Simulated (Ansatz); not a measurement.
Start from HfO2 in the rutile structure (space group P4_2/mnm, No. 136; a = 4.8301 Å, c = 3.2097 Å; a cell from a computed database, its experimental status unchecked).

The values are results of PBEsol in Ansatz (plane waves to 420 eV, PAW, no SOC), not measurements.

Its conduction minimum is a single valley at Γ with mass 0.72 mₑ.

Now apply this change: 0.749 electrons added to each cell, a density of 1.0×10^22 cm⁻³, with a uniform compensating background at fixed cell and a 300 K Fermi–Dirac width.

**Question.** Where would a parabolic band put the Fermi level, and where does the calculation put it?

**Answer.** k_F = (3π²n)^(1/3) = 0.667 Å⁻¹, so ħ²k_F²/2m = 2.3 eV above the band edge at zero temperature. The calculation gives 0.70 eV (to 0.05 eV): the band is strongly non-parabolic or higher valleys fill at this density.

Charged cell with a jellium background: band edges are those of the host's band count, energies are not comparable with the neutral cell, and many-body gap narrowing is missing. Spin-orbit coupling, missing from the scalar runs, can matter with Hf. The levels and masses belong to the bands next to the band gap. Effective masses come from finite differences of ±0.01 Å⁻¹. Stability against distortions was not tested. This is not the structure that HfO2 has at room temperature and ambient pressure.

Ansatz is a first-principles code.
